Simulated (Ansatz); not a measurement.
The starting structures come from a database of crystals and need not be the phases stable at ambient conditions.

**Evanescent states of Cs2NaYCl6 (Fm-3m, not sure to be the ambient phase, 10 atoms a cell, 32.5 Å³ an atom) along the normal of (001)**

Method: PBEsol (plane waves, PAW; Ansatz, a first-principles code).

The gap is the functional's own. No spin-orbit coupling. Mid-gap values are interpolated on the energy grid.

Energies count from the valence-band top; κ is the least over a 4×4 mesh across the current.

```
E (eV)  κ (1/Å)  where
------  -------  -----
0.12      0.192      Γ
0.34      0.282      Γ
0.57      0.317      Γ
0.81      0.343      Γ
1.03      0.361      Γ
1.26          ?      Γ
1.50          ?      Γ
1.73          ?      Γ
1.96          ?      Γ
2.19          ?      Γ
2.42          ?      Γ
2.65          ?      Γ
2.88          ?      Γ
3.10          ?      Γ
3.33          ?      Γ
3.56          ?      Γ
3.79          ?      Γ
4.03      0.305      Γ
4.25      0.279      Γ
4.49      0.247      Γ
4.71      0.207      Γ
4.95      0.121      Γ
```

### Question
Fill in the missing entries.

### Answer

- 1.26, κ (1/Å): 0.375
- 1.50, κ (1/Å): 0.384
- 1.73, κ (1/Å): 0.390
- 1.96, κ (1/Å): 0.393
- 2.19, κ (1/Å): 0.394
- 2.42, κ (1/Å): 0.391
- 2.65, κ (1/Å): 0.387
- 2.88, κ (1/Å): 0.380
- 3.10, κ (1/Å): 0.371
- 3.33, κ (1/Å): 0.359
- 3.56, κ (1/Å): 0.344
- 3.79, κ (1/Å): 0.327
